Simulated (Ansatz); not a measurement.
For Al (model structure, P6/mmm, No. 191, 7 atoms in the cell), PBEsol in Ansatz (plane waves, PAW) gives:

| Property | Value |
|---|---|
| equilibrium lattice constant a | 5.199 Å |
| c axis length | 5.062 Å |
| bulk modulus | 74.3 GPa |
| cohesive energy | 3.69 eV/atom |

Task: What does r²SCAN (Ansatz, a first-principles code, plane waves, PAW) give for the same quantities?

Result: 
- lattice constant a: 5.172 Å (drops by 0.5 %)
- lattice parameter c: 5.027 Å (shrinks by 0.7 %)
- bulk modulus: 82.3 GPa (increases by 11 %)
- cohesive energy: 3.46 eV/atom (shrinks by 0.23 eV/atom)

Changes are worked out from the printed values.

Unless a cell is named, each level is at its own relaxed cell (PBEsol 16.93, r²SCAN 16.63 Å³/atom).

Caveats: the bulk modulus is −V dP/dV from two relaxed cells at ±2 % in volume (PBEsol, r²SCAN). Ansatz's density-functional and Hartree–Fock values are scalar-relativistic unless marked +SOC, with PAW data made under PBE.

A model structure was made by putting elements into a prototype or built by hand; it is no filed structure, need not be a known phase, and can be a saddle point held by its symmetry.
